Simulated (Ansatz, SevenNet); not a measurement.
AlB2-type TiB2, elastic constant C13

Reference value: 93 GPa (measured, temperature not stated, no zero-point or thermal correction; as tabulated in Liu et al. (2023), arXiv:2002.00005).

```tsv
level (code)	value (GPa)	cell (Å³/atom)	difference (%)
SevenNet-l3i5	138	8.58	+48
LDA (Ansatz)	119	8.17	+28
BLYP (Ansatz)	91.6	8.79	-1.5
PBE (Ansatz)	102	8.56	+9.7
PBEsol (Ansatz)	110	8.37	+18.3
revPBE (Ansatz)	96.6	8.68	+3.9
RPBE (Ansatz)	94.9	8.71	+2.0
PBE-D3(BJ) (Ansatz)	110	8.29	+18.3
r²SCAN+rVV10 (Ansatz)	104	8.48	+11.8
```

The reference's temperature isn't stated, so close values are not ranked against it. Off by more than 25 %, or 35 % on the side where a correction would as a rule narrow the miss (bounds picked here): SevenNet-l3i5 (+48 %).

The reference isn't brought to a static lattice, while the calculations are for one, so the differences are not the levels' errors alone. The crystal itself was run without spin with LDA, BLYP, PBE, PBEsol, revPBE, RPBE, PBE-D3(BJ), r²SCAN+rVV10; a magnetic state was not tried in these runs. PBE-D3(BJ): the dispersion coefficients are held fixed in the derivatives. Each level is taken at its own relaxed cell. Cutoffs differ between the levels. Ansatz's density-functional and Hartree–Fock values are scalar-relativistic unless marked +SOC, with PAW data made under PBE.

Machine-learned potentials (SevenNet-l3i5) are trained on DFT data: a solid inside that data is no test of them.

Differences are worked out from the printed values.

Ansatz is a first-principles code.
